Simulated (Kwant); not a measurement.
Computed with Kwant: one-band effective-mass tight-binding model in one dimension, coherent, no space charge.

System: GaN/Al0.2Ga0.8N stack with 3 barriers. One parabolic valley. Leads of mass 0.2 mₑ with the band edge at 0; grid 0.1 nm; bias 0 V, dropping linearly over the stack.

| layer | thickness (nm) | band offset (eV) | mass (mₑ) |
|---|---|---|---|
| 1 | 0.8 | 0.35 | 0.22 |
| 2 | 3.7 | 0 | 0.2 |
| 3 | 0.8 | 0.35 | 0.22 |
| 4 | 3.7 | 0 | 0.2 |
| 5 | 0.8 | 0.35 | 0.22 |

The device is made up for the run: typed textbook-type constants, with dimensions and the other settings drawn at random.

Sweep values stay those of the base run.

One input was changed, with this effect: transmission at E = 0.1134 eV little changed (0.026); transmission at E = 0.2251 eV 0.92 → 0.87; mean transmission over the sweep 0.35 → 0.38; transmission at E = 0.3367 eV 0.58 → 0.64.

Task: Which change was it?
A. height of the first barrier 0.35 → 0.21 eV
B. mass in the first barrier 0.22 → 0.18 mₑ
C. thickness of the first barrier 0.8 → 0.6 nm

Result: B, mass in the first barrier 0.22 → 0.18 mₑ
